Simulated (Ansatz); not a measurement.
Structures of equal composition on the (111) surface of germanium (Ge plane on top): (√3x√3)R30° In adatom at H3; (√3x√3)R30° In adatom at T4. The slabs share one bottom face, and each structure is named by its start. These are constructed structures in small cells; real faces may alloy, dewet or reconstruct in larger ones, and not all known structures of the face are among them. Slabs of about 13 Å, Fermi-Dirac smearing of 0.025 eV. Bottom of the slabs: H caps. Relaxed from the named starts with such symmetry as they have, on meshes of like density; energies extrapolated to zero smearing; spin only where a row says so; no spin-orbit coupling, no U. Brackets mark spin-polarised runs, whose order is one that fits the cell. Where a second, spin-polarised start was run, the lower counts.

Method: r2SCAN, at the PBE geometry (plane waves to 500 eV, PAW; Ansatz, a program for electronic structure).

### Question
Put the candidates in order of energy per 1x1 cell, lowest first, for r2SCAN, at the PBE geometry.

### Answer
(√3x√3)R30° In adatom at T4 (0.000 eV, no gap on the mesh), (√3x√3)R30° In adatom at H3 (0.024 eV, no gap on the mesh)
